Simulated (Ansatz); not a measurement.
The reference is Pt in the fcc (Cu type) structure (space group Fm-3m, No. 225; a = 3.940 Å). Axes: x, y, z lie along the cube axes.

Calculations: r2SCAN (Ansatz, a first-principles code), scalar-relativistic without spin-orbit coupling.

Base values:

| Property | Value |
|---|---|
| Pressure | 0.0 GPa |
| Band gap | zero |
| Shortest interatomic distance | 2.786 Å |

Now apply this change: uniaxial strain ε_yy = +0.45 %, all other strain components held at zero, atoms relaxed at fixed cell.

Q: Estimate the effect on the energy relative to the base.

A: The energy rises by 0.3 meV/atom.

Q: What does the calculation give for the pressure after the change?

A: The pressure (mean of the normal stresses, compression positive) goes from zero to -1.2 GPa.

Q: What happens to the band gap?

A: The band gap remains zero.

Q: What happens to the shortest interatomic distance?

A: The shortest interatomic distance remains 2.786 Å.

Without a gap, meshes like the base's 20×20×20 leave anisotropic stresses uncertain by several tenths of a GPa, and small strain energies with them. Stability against distortions was not tested. The final runs are not spin-polarised.
